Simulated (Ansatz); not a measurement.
Take KBr in the rock salt structure (space group Fm-3m, No. 225) as the base.

```
CELL_PARAMETERS angstrom
      0.00000     3.35273     3.35273
      3.35273     0.00000     3.35273
      3.35273     3.35273     0.00000
ATOMIC_POSITIONS crystal
  K  0.00000 0.00000 0.00000
  Br 0.50000 0.50000 0.50000
```

Level of theory: Ansatz (a first-principles code) PBE, no spin-orbit coupling.

Before the change:

The band gap comes out as 4.31 eV and the pressure is 0.00 GPa.

One thing is altered: an isotropic linear strain of +2.00 %, atoms relaxed at fixed cell.

Predict the new band gap and pressure.

The band gap falls by 0.15 eV to 4.16 eV; the pressure goes from zero to -0.69 GPa.

Stability against distortions was not tested.
